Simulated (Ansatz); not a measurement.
**TiSe$_{2}$ in the CdI2 type structure (space group P-3m1, No. 164; layered, stacked along the Cartesian z axis)**

```
TiSe2
1.0
    3.48104     0.00000     0.00000
   -1.74052     3.01467     0.00000
    0.00000     0.00000     5.87186
Ti Se
1 2
Direct
  0.00000   0.00000   0.00000
  0.66667   0.33333   0.26465
  0.33333   0.66667   0.73535
```

The values are results of PBE-D3(BJ) in Ansatz (plane waves to 420 eV, PAW, no spin-orbit coupling), not measurements. Settings: 15×15×8 k-points, 0.05 eV Fermi–Dirac smearing.

```json
{
  "volume_per_atom": "20.54 Å³",
  "density": "5.55 g/cm³",
  "band_gap": "zero",
  "total_energy": "-4480.823 eV/atom (σ→0; compares only within this code and set-up)"
}
```

Whether these cells are dynamically stable was not tested. All final runs are without spin polarisation.

Ansatz is a quantum-chemistry and plane-wave program.
